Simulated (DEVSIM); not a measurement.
Schottky contact on n-type Si

System: Schottky contact on n-type Si, at 300 K.

```tsv
layer (left to right)	material	thickness (μm)	Nd (cm⁻³)	τn (s)	τp (s)
1	Si	5.00	1.1e16	1.3e-6	1.3e-6
```

Left contact: Schottky, work function 4.76 eV, emission velocity 4.5e6 cm/s. Right contact: ohmic. Voltage is applied to the left contact. Recombination: SRH at mid-gap, radiative, Auger. Mobility is constant in doping.

Constants are typed, rounded textbook-type inputs, not results; the design itself was drawn at random and stands for no fabricated device. Values at 300 K.

| parameter | Si |
|---|---|
| gap (eV) | 1.124 |
| affinity (eV) | 4.05 |
| permittivity | 11.7 |
| Nc (cm⁻³) | 2.86e19 |
| Nv (cm⁻³) | 3.1e19 |
| μn (cm²/Vs) | 1417 |
| μp (cm²/Vs) | 470 |
| B (cm³/s) | 4.7e-15 |
| Cn (cm⁶/s) | 2.8e-31 |
| Cp (cm⁶/s) | 9.9e-32 |

Model (solved in DEVSIM): 1D drift-diffusion, Boltzmann statistics, complete ionisation; no tunnelling, impact ionisation, image-force lowering or self-heating. Metal contacts follow the ideal Schottky-Mott rule: no Fermi-level pinning, no interface dipoles.

```yaml
potential_step_across_the_device_at_zero_bias: 0.507 V
largest_field_in_the_device_at_zero_bias: 40000 V/cm
Dark forward voltage at 1 A/cm²: 0.278 V
Dark forward voltage at 100 A/cm²: 0.422 V
```

Dark reverse current:

```csv
V (V),J (A/cm²)
-0.10,-2.2e-5
-0.25,-2.3e-5
-0.50,-2.3e-5
-0.75,-2.3e-5
-1.00,-2.3e-5
-1.50,-2.3e-5
-2.00,-2.4e-5
-2.50,-2.4e-5
-3.25,-2.4e-5
-4.00,-2.4e-5
-5.00,-2.4e-5
```

Small-signal capacitance in reverse bias (quasi-static):

```json
[
 {"V (V)": "-0.1", "C (nF/cm²)": "39.6"},
 {"V (V)": "-0.25", "C (nF/cm²)": "35.3"},
 {"V (V)": "-0.5", "C (nF/cm²)": "30.5"},
 {"V (V)": "-0.75", "C (nF/cm²)": "27.2"},
 {"V (V)": "-1", "C (nF/cm²)": "24.8"},
 {"V (V)": "-1.5", "C (nF/cm²)": "21.5"},
 {"V (V)": "-2", "C (nF/cm²)": "19.2"},
 {"V (V)": "-2.5", "C (nF/cm²)": "17.5"},
 {"V (V)": "-3.25", "C (nF/cm²)": "15.6"},
 {"V (V)": "-4", "C (nF/cm²)": "14.3"},
 {"V (V)": "-5", "C (nF/cm²)": "12.9"}
]
```
